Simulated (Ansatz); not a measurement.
What Ga → Cd does to Ga2O3

Take Ga₂O₃ (space group C2/m, No. 12; a = 12.2557 Å, b = 3.0391 Å, c = 5.8084 Å, α = 90.00°, β = 103.81°, γ = 90.00°) as the base.

The change: Cd takes the place of Ga on all its sites, then cell and atoms are relaxed.

Method: plane-wave PAW DFT at the r2SCAN level (Ansatz, a first-principles code, 500 eV), without spin-orbit coupling. k-mesh 14×14×7 (Γ-centred); smearing 0.05 eV (Fermi–Dirac), for the changed cell.

The volume per atom rises by 3.25 Å³ to 13.75 Å³ and the density grows by 0.66 g/cm³ (5.93 g/cm³ → 6.59 g/cm³). The space group is still C2/m (No. 12) and the shortest interatomic distance increases by 0.2225 Å to 2.056 Å. The band gap becomes zero (base: 3.02 eV).

Final structure:

```yaml
crystal:
  lattice:
    - [6.13474, -1.67772, 0.00000]
    - [6.13474, 1.67772, 0.00000]
    - [-2.50069, 0.00000, 6.68056]
  atoms:
    - { symbol: Cd, position: [0.13822, 0.13822, 0.81794] }
    - { symbol: Cd, position: [0.86178, 0.86178, 0.18206] }
    - { symbol: Cd, position: [0.65137, 0.65137, 0.31421] }
    - { symbol: Cd, position: [0.34863, 0.34863, 0.68579] }
    - { symbol: O, position: [0.21663, 0.21663, 0.14710] }
    - { symbol: O, position: [0.78337, 0.78337, 0.85290] }
    - { symbol: O, position: [0.16108, 0.16108, 0.52528] }
    - { symbol: O, position: [0.83892, 0.83892, 0.47472] }
    - { symbol: O, position: [0.47255, 0.47255, 0.19498] }
    - { symbol: O, position: [0.52745, 0.52745, 0.80502] }
```

Cost of the whole job for the changed cell (relaxation, final SCF and bands): very roughly 50 core-minutes.

Stability against distortions was not tested. As relaxed here, Cd2O3 is a hypothetical phase, not in the database extracts checked. All final runs are without spin polarisation. Cd2O3 has a high density of states at the Fermi level and may be magnetic at this level.
